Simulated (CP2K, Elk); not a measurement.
An Elk input for a self-consistent single point of LiLaO₃ (Pm-3m, 5 atoms in the cell) (DFT, PBEsol, all-electron FP-LAPW, Elk's shipped species files, APW+lo basis with extra local orbitals):

```
tasks
  0

xctype
  22

rgkmax
  7.5

gmaxvr
  14.0

nxlo
  2

lorbcnd
  .true.

lmaxi
  3

stype
  3

swidth
  0.00367493

scale
  7.079248544

avec
    1.0000000000    0.0000000000    0.0000000000
    0.0000000000    1.0000000000    0.0000000000
    0.0000000000    0.0000000000    1.0000000000

sppath
  'species/'

atoms
  3   : nspecies
  'Li.in'   : spfname
  1   : natoms; atposl, bfcmt below
  0.5000000000  0.5000000000  0.5000000000    0.0 0.0 0.0
  'La.in'   : spfname
  1   : natoms; atposl, bfcmt below
  0.0000000000  0.0000000000  0.0000000000    0.0 0.0 0.0
  'O.in'   : spfname
  3   : natoms; atposl, bfcmt below
  0.5000000000  0.5000000000  0.0000000000    0.0 0.0 0.0
  0.0000000000  0.5000000000  0.5000000000    0.0 0.0 0.0
  0.5000000000  0.0000000000  0.5000000000    0.0 0.0 0.0

ngridk
  6 6 6
```

Task: Give the CP2K input for the same structure, mesh, smearing and functional.

Result: One input that does it (others would too):

```
&GLOBAL
  PROJECT run
  RUN_TYPE ENERGY_FORCE
  PRINT_LEVEL LOW
&END GLOBAL
&FORCE_EVAL
  METHOD Quickstep
  STRESS_TENSOR ANALYTICAL
  &DFT
    BASIS_SET_FILE_NAME BASIS_MOLOPT
    BASIS_SET_FILE_NAME BASIS_MOLOPT_UCL
    POTENTIAL_FILE_NAME GTH_POTENTIALS
    &QS
      METHOD GPW
      EPS_DEFAULT 1E-10
    &END QS
    &MGRID
      CUTOFF 500
      REL_CUTOFF 40
      NGRIDS 5
    &END MGRID
    &SCF
      SCF_GUESS ATOMIC
      EPS_SCF 1E-6
      MAX_SCF 100
      ADDED_MOS 6
      &DIAGONALIZATION
        ALGORITHM STANDARD
      &END DIAGONALIZATION
      &MIXING
        METHOD BROYDEN_MIXING
        ALPHA 0.2
        NBUFFER 12
        BETA 1.5
      &END MIXING
      &SMEAR ON
        METHOD FERMI_DIRAC
        ELECTRONIC_TEMPERATURE [K] 1160.45
      &END SMEAR
    &END SCF
    &KPOINTS
      SCHEME MONKHORST-PACK 6 6 6
      GAMMA_CENTERED T
    &END KPOINTS
    &XC
      &XC_FUNCTIONAL
        &PBE
          PARAMETRIZATION PBESOL
        &END PBE
      &END XC_FUNCTIONAL
    &END XC
    &PRINT
      &MO
        EIGENVALUES T
        OCCUPATION_NUMBERS T
        NDIGITS 8
        FILENAME mo
        &EACH
          QS_SCF 0
        &END EACH
        ADD_LAST NUMERIC
      &END MO
      &MULLIKEN OFF
      &END MULLIKEN
    &END PRINT
  &END DFT
  &SUBSYS
    &CELL
      ABC 3.74617700 3.74617700 3.74617700
      ALPHA_BETA_GAMMA 90.00000000 90.00000000 90.00000000
      PERIODIC XYZ
    &END CELL
    &COORD
      Li       1.87308850     1.87308850     1.87308850
      La       0.00000000     0.00000000     0.00000000
      O        1.87308850     1.87308850     0.00000000
      O        0.00000000     1.87308850     1.87308850
      O        1.87308850     0.00000000     1.87308850
    &END COORD
    &KIND Li
      BASIS_SET DZVP-MOLOPT-SR-GTH
      POTENTIAL GTH-PBE-q3
    &END KIND
    &KIND La
      BASIS_SET DZVP-MOLOPT-SR-GTH
      POTENTIAL GTH-PBE-q11
    &END KIND
    &KIND O
      BASIS_SET DZVP-MOLOPT-SR-GTH
      POTENTIAL GTH-PBE-q6
    &END KIND
  &END SUBSYS
  &PRINT
    &FORCES ON
    &END FORCES
    &STRESS_TENSOR ON
    &END STRESS_TENSOR
  &END PRINT
&END FORCE_EVAL
```

Basis, cutoffs, solver keys and any potentials are the target program's own. This input uses DFT PBEsol, GPW, DZVP-MOLOPT-SR-GTH basis, GTH-PBE potentials (GTH_POTENTIALS).

The starting cell comes from a database of computed structures (which also holds hypothetical and non-ambient phases and stackings), without a prior relaxation at this level. For this run, on top of that: lattice scaled by 0.98.
